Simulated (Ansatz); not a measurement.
composition TiAl, cell Ti24Al24, held well above this temperature first [in the run: it was liquid; mean temperature 2132 K (target 2160 K)]; MD at a mean temperature of 2132 K and a mean pressure of -0.6 GPa, 6.6 ps sampled (in preparation the cell's shape was held), k-points: one point, (1/4, 1/4, 1/4), no spin polarisation or spin-orbit coupling.

Prepared at the same level. The atoms began on random sites, so units and networks may differ from a laboratory melt's. Atoms moved only 1.0 Å² (mean square) in the hot stage, so mixing may be incomplete. The cell wasn't fully relaxed to the target pressure: the run's mean is -0.6 GPa. On the run's last frame a denser k-mesh moved the forces by 0.036 eV/Å rms, the static pressure by 0.02 GPa and the free energy by -4 meV/atom, which is about how far such values are converged. Warnings of the run: stress scf threshold loose, symmetry auto disabled.

Predict the first peak of g(Al-Al); Ti-Ti-Ti angle from PBE run with Ansatz (an electronic-structure program).


| Quantity | Value |
|---|---|
| first peak of g(Al-Al) | 2.71 Å, height 2.1 |
| Ti-Ti-Ti angle | mean 96°, spread 35°, most frequent near 56° |
